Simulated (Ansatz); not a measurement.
Input and output of a relaxation of cell and atoms for MgTiCoS4 (C2/m, 14 atoms in the cell) (Ansatz, an electronic-structure program).

Computed with PBEsol, default PAW files made with PBE (plane waves; Ansatz).

```
MgTiCoS4
1.0
    6.00559    -3.54069     0.00000
    6.00559     3.54069     0.00000
   -3.97515     0.00000     5.66186
Mg Ti Co S
2 2 2 8
Direct
  0.37343   0.37343   0.62336
  0.62657   0.62657   0.37664
  0.00000   0.00000   0.50000
  0.00000   0.00000   0.00000
  0.00000   0.50000   0.00000
  0.50000   0.00000   0.00000
  0.25293   0.78557   0.76943
  0.74707   0.21443   0.23057
  0.21443   0.74707   0.23057
  0.78557   0.25293   0.76943
  0.75761   0.75761   0.79606
  0.24239   0.24239   0.20394
  0.75755   0.75755   0.21916
  0.24245   0.24245   0.78084
```
Moments meant for the start (each program seeds them in its own way; μB, in the order of the atoms Mg Mg Ti Ti Co Co S S S S S S S S): 0.0 0.0 1.0 1.0 3.0 3.0 0.0 0.0 0.0 0.0 0.0 0.0 0.0 0.0.

Reference input (self-consistent single point, DFT, PBEsol, plane waves, default PAW files made with PBE): basis.ecutwfc = 30.9 Ry; kpoints.mp_grid.grid = 5 5 5; hamiltonian.xc = pbesol; hamiltonian.pseudopotentials = {kind: paw} (the program's default PAW files); magnetization.spin_polarized = true; scf.occupations.method = gaussian; scf.occupations.width = 0.0147 Ry. This run's input differs from it in these lines:

Ansatz 0.2 input:
```diff
@@ -22,3 +22,3 @@
 basis:
-  ecutwfc: 30.9 Ry
+  ecutwfc: 18.4 Ry
 kpoints:
@@ -36,2 +36,4 @@
     width: 0.0147 Ry
+relax:
+  cell: {}
 output:
```

Output, abridged:

```
   [... SCF lines of the steps left out ...]
relax step   1: F+E_penalty+E_count = -26039.71947999 eV  Δ(F+E_penalty+E_count) = +0.000e0 eV  max|allowed force component| = 2.586e-1 eV/Å  Δτ_max = 0.0000 Å  P = +4.098 GPa  Ω = 240.787 Å³  (18 SCF iters, dr2 threshold 1.00e-7 eV, accepted)
relax step   2: F+E_penalty+E_count = -26037.91557296 eV  Δ(F+E_penalty+E_count) = +1.804e0 eV  max|allowed force component| = 5.279e-2 eV/Å  Δτ_max = 0.0131 Å  P = -4.680 GPa  Ω = 247.333 Å³  energy of the carried Pulay correction = -1.797e0 eV  [...]
   [... lines left out ...]
relax step  54: F+E_penalty+E_count = -26039.88831189 eV  Δ(F+E_penalty+E_count) = -8.084e-4 eV  max|allowed force component| = 8.475e-5 eV/Å  Δτ_max = 0.0005 Å  P = -0.001 GPa  Ω = 250.840 Å³  energy of the carried Pulay correction = +7.970e-4 eV  [...]
relax step  55: F+E_penalty+E_count = -26039.88322428 eV  Δ(F+E_penalty+E_count) = +5.088e-3 eV  max|allowed force component| = 6.239e-4 eV/Å  Δτ_max = 0.0000 Å  P = -0.001 GPa  Ω = 250.840 Å³  stress off target by 4.49e-2 GPa  SCF on the basis [...]
basis re-selected at this cell: Δ(F+E_penalty+E_count) = +5.088e-3 eV, ΔP = -0.000 GPa vs the last step
the relaxation is at rest under the 4 symmetry operations that the run kept from its start: a minimum is not shown …
the relaxation's final electronic state is not compared with the one that a single-point calculation of its input finds at the relaxed geometry …
Magnetization: 1.7110 μB (63.8555 up, 62.1445 down)
   [... lines left out ...]
Absolute magnetization: 1.9829 μB (∫|ρ↑−ρ↓|, with the PAW one-centre terms)
Free energy (F): -26039.883224 eV
Fermi energy:    8.519079 eV
  cell:  # Å, volume = 250.8401 Å³
   [... lines left out ...]
    - { symbol: S, position: [0.7554194850176448, 0.7554194850176448, 0.7954515264497704] }
    - { symbol: S, position: [0.2445805149823554, 0.2445805149823554, 0.20454847355023026] }
    - { symbol: S, position: [0.755420051410904, 0.755420051410904, 0.2153895212408853] }
    - { symbol: S, position: [0.2445799485890961, 0.24457994858909612, 0.7846104787591149] }
```

The run converged. 

Summary of the result:
```
Property                                                                                                                  Value
-----------------------------------------------  ------------------------------------------------------------------------------
Free energy E − TS (on the zero of these files)                                                                  -26039.8832 eV
Fermi level (on the code's own zero)                                                                                    8.52 eV
Pressure                                                                                                               0.00 GPa
Size of the cell's spin moment                                                                                          1.71 μB
Final cell                                       a = 7.0539 Å, b = 7.0539 Å, c = 7.0414 Å, α = 119.94°, β = 119.94°, γ = 61.60°
Final volume per atom                                                                                                  17.92 Å³
Relaxation steps                                                                                                             55
```

The starting cell comes from a database of computed structures (which also holds hypothetical and non-ambient phases and stackings), without a prior relaxation at this level. Its lattice was rescaled by a random factor within 2.5 % of one. The moments shrank to a small part of their start, a low-spin state that need not be the lowest. The relaxation keeps the symmetry of its start, so its end need not be a minimum. Ansatz's pressure includes its estimate of the finite-basis (Pulay) stress. Without the estimate this run gives -42.79 GPa. The cutoff lies below the one recommended for these files.

Cost on one core of a shared machine: roughly 60 min.
